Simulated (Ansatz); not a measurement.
Worked calculations on one periodic cell of amorphous Zr₂₀O₄₅Nb₂: Zr20O45Nb2, 67 atoms, volume 866.2 Å³, made by a melt-quench on the CHGNet potential and relaxed with DFT. O atoms were pushed apart under 1.9 Å during the dynamics, to hinder bonds among them. It is a model cell: composition and starting density were chosen by hand, and all elements were melted together. Cycles of charging were run to anneal it. All values below come from PBE, scalar-relativistic without spin-orbit coupling (plane waves to 420 eV, PAW; Ansatz, a quantum-chemistry and plane-wave program). Sampling: a 2×2×2 Γ-centred mesh; Fermi-Dirac width 0.02 eV; no spin polarisation. Its volume was held where the quench left it, its shape was free, and it stands at a mean pressure of 0.1 GPa with stress components up to 0.2 GPa; the relaxation ran on the zone centre alone. Its density went from a set 5.23 to 5.23 g/cm³. The cell is small and was quenched far faster than a real film, so it is one sample of the glass.

Count formal charges (Zr +4, O -2, Nb +5). What does the count lead one to expect at the Fermi level, and what does the calculation give?

20 × (+4) + 45 × (-2) + 2 × (+5) = 0. The charges balance, so the anion-derived valence states can be full and a gap can open. On this mesh the highest filled and lowest empty level lie 3.23 eV apart, the PBE gap of this cell.

Four energies for an added electron at PBE on the zone centre alone (charged cells in a uniform background, spin-polarised): neutral at the neutral geometry -118417.199 eV; charged at the neutral geometry -118404.940 eV; charged and relaxed -118405.127 eV; neutral at the charged geometry -118416.731 eV.

Find the two relaxation energies and their sum, the reorganisation energy.

On charging: -118404.940 − (-118405.127) = 0.187 eV. On discharging: -118416.731 − (-118417.199) = 0.468 eV. The sum is 0.655 eV. The carrier's level spreads over 5 of the 67 atoms' worth, so it counts as localised, most on one Nb atom with neighbours O 1.83 Å, O 1.86 Å, O 1.97 Å, O 2.03 Å, O 2.06 Å (neutral geometry). The values are uncorrected: the image energy of a point charge in this cell, 2.84 × 14.40 / (2 × 9.5) = 2.1 eV before screening, is screened by electrons alone at the fixed geometry and by ions too after relaxing, and the carrier can be spread before it relaxes, so each term can be off by up to that value times 1/ε∞, some tenths of an eV. PBE's self-interaction favours spread-out carriers, so a hybrid can localise more.

Four energies for a hole at PBE on the zone centre alone (charged cells in a uniform background, spin-polarised): neutral at the neutral geometry -118417.199 eV; charged at the neutral geometry -118426.093 eV; charged and relaxed -118426.381 eV; neutral at the charged geometry -118416.079 eV.

Find the two relaxation energies and their sum, the reorganisation energy.

On charging: -118426.093 − (-118426.381) = 0.288 eV. On discharging: -118416.079 − (-118417.199) = 1.120 eV. The sum is 1.408 eV. The carrier's level spreads over 3 of the 67 atoms' worth, so it counts as localised, most on one O atom with neighbours Zr 2.02 Å, Zr 2.12 Å, Zr 2.75 Å (neutral geometry). The values are uncorrected: the image energy of a point charge in this cell, 2.84 × 14.40 / (2 × 9.5) = 2.1 eV before screening, is screened by electrons alone at the fixed geometry and by ions too after relaxing, and the carrier can be spread before it relaxes, so each term can be off by up to that value times 1/ε∞, some tenths of an eV. PBE's self-interaction favours spread-out carriers, so a hybrid can localise more.
